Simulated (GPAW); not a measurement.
## Convergence study of the plane-wave cutoff for Pt (Fm-3m, 1 atom in the cell)

```xyz
1
Lattice="0.0000 1.9541 1.9541 1.9541 0.0000 1.9541 1.9541 1.9541 0.0000" Properties=species:S:1:pos:R:3 pbc="T T T"
Pt     0.0000     0.0000     0.0000
```

Method: PBEsol, GPAW PAW datasets PBEsol (made by gpaw-setup) (plane waves; GPAW).

Base settings: mode = pw; ecut = 550 eV; xc = PBEsol; kpts = 5 5 5; mesh shift (steps) = 0 0 0; occupations.name = methfessel-paxton; occupations.width = 0.1 eV; occupations.order = 0; nbands = -7; symmetry.symmorphic = false.

The second cell is the first with its lattice scaled by 0.98.

The mesh stays at the base's, so the ladder's end is converged at best in this setting alone.

Only quantities that move along the ladder and can be compared are tabulated.

The count of work is k-points × plane waves × bands × iterations; it is no time. 

The starting cell has typed, rounded lattice constants, without a prior relaxation at this level. Its lattice was rescaled by up to half a per cent. Spin polarisation is off. In the base run, with a pressure of about 7 GPa the cell is away from its equilibrium volume at this level. Without a gap this mesh is coarse (it stands for a supercell whose shortest vector is 14 Å).

Steps (ecut): 190 eV; 220 eV; 250 eV; 275 eV; 300 eV; 330 eV; 385 eV; 440 eV; 495 eV; 550 eV; 605 eV; 660 eV; 740 eV; 825 eV; 960 eV; 1320 eV.

**Question.** What is the coarsest ecut that holds the energy of the compressed cell less the first within 0.2 meV/atom of the last step, with all finer ones?

**Answer.** 495 eV, at 0.30 of the last step's count of work; the step before is off by 0.59 meV/atom.

**Question.** What is the coarsest ecut that holds the free energy within 5 meV/atom of the last step, with all finer ones?

**Answer.** 495 eV, at 0.30 of the last step's count of work; the step before is off by 12 meV/atom.

**Question.** What is the coarsest ecut that holds the pressure within 0.5 GPa of the last step, with all finer ones?

**Answer.** 495 eV, at 0.30 of the last step's count of work; the step before is off by 0.87 GPa.

| ecut | free energy less the last step's (meV/atom) | energy of the compressed cell less the first (meV/atom) | pressure (GPa) | count of work / last |
|---|---|---|---|---|
| 190 eV | 1134.41 | 89.35 | 1.74 | 0.052 |
| 220 eV | 967.82 | 97.06 | -3.32 | 0.063 |
| 250 eV | 732.33 | 91.12 | -8.06 | 0.097 |
| 275 eV | 508.67 | 99.90 | -8.27 | 0.12 |
| 300 eV | 332.48 | 95.94 | -6.20 | 0.12 |
| 330 eV | 183.52 | 94.80 | -2.42 | 0.13 |
| 385 eV | 53.27 | 94.66 | 3.19 | 0.17 |
| 440 eV | 12.04 | 96.05 | 6.09 | 0.26 |
| 495 eV | 3.24 | 95.46 | 6.85 | 0.30 |
| 550 eV | 1.19 | 95.54 | 6.83 | 0.27 |
| 605 eV | 0.52 | 95.50 | 6.89 | 0.32 |
| 660 eV | 0.21 | 95.47 | 6.91 | 0.36 |
| 740 eV | 0.00 | 95.46 | 6.95 | 0.43 |
| 825 eV | -0.01 | 95.41 | 6.96 | 0.50 |
| 960 eV | -0.03 | 95.46 | 6.96 | 0.63 |
| 1320 eV | 0.00 | 95.45 | 6.96 | 1.0 |

The energy difference between the two cells stays within 1 meV/atom of the last step's from 300 eV on, the total only from 605 eV on: much of the error is common to both cells and cancels.

At the lowest cutoff the pressure lies 5.2 GPa under the last step's, the usual sign of Pulay stress in an incomplete plane-wave basis.

Left out of this page: 1 run of the series outside the window shown, repeating another row's setting, or not comparable.
